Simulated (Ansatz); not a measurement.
The starting structures come from a database of crystals and need not be the phases stable at ambient conditions.

The decay constant κ of evanescent states in the gap governs leakage through a thin film.

```yaml
crystal:
  lattice:
    - [5.38496, 0.00000, 0.00000]
    - [0.00000, 9.02871, 0.00000]
    - [0.99244, 4.51436, 2.48370]
  atoms:
    - { symbol: Li, position: [0.75000, 0.25974, 0.00000] }
    - { symbol: Li, position: [0.25000, 0.74026, 0.00000] }
    - { symbol: Li, position: [0.75000, 0.57584, 0.00000] }
    - { symbol: Li, position: [0.25000, 0.42416, 0.00000] }
    - { symbol: Zr, position: [0.75000, 0.90870, 0.00000] }
    - { symbol: Zr, position: [0.25000, 0.09130, 0.00000] }
    - { symbol: O, position: [0.00000, 0.00000, 0.50000] }
    - { symbol: O, position: [0.50000, 0.50000, 0.50000] }
    - { symbol: O, position: [0.01174, 0.30800, 0.53576] }
    - { symbol: O, position: [0.98826, 0.69200, 0.46424] }
    - { symbol: O, position: [0.48826, 0.84376, 0.46424] }
    - { symbol: O, position: [0.51174, 0.15624, 0.53576] }
```

Space group of this cell: C2/c. The cell is taken as given.

Transport runs along the normal of the first two printed cell vectors.

The gap is the functional's own. No spin-orbit coupling. Mid-gap values are interpolated on the energy grid.

Problem. Estimate the band gap and the smallest decay constant κ at mid-gap that Ansatz (a quantum-chemistry and plane-wave program) with r2SCAN returns for this system.

Solution. Gap 4.46 eV on a 6×12×12 mesh; κ = 0.448 1/Å, at the zone centre.
